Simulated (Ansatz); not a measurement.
The starting structures come from a database of crystals and need not be the phases stable at ambient conditions.

By PBEsol, the system below comes out a metal.

The ballistic (Sharvin) conductance counts the channels at the Fermi level: G/A = (e²/h) × channels of both spins per area.

Data:

```
CELL_PARAMETERS angstrom
      3.33901     0.00000     0.00000
      0.00000     3.33901     0.00000
      0.00000     0.00000     3.33901
ATOMIC_POSITIONS crystal
  Mg 0.50000 0.50000 0.50000
  Au 0.00000 0.00000 0.00000
```

Space group of this cell: Pm-3m, CsCl type. The cell is strained (all lengths scaled by 1.02); by PBEsol its mean pressure is -5.7 GPa.

The current flows along the normal of the first two printed cell vectors, the (001) plane of the conventional cell. No spin-orbit coupling; the value is a mean over 0.1 eV about the Fermi level.

Problem. Estimate the ballistic conductance per area that PBEsol run with Ansatz (a first-principles code) returns for this system.

Solution. 0.81 × 10¹⁵ S/m² for both spins.
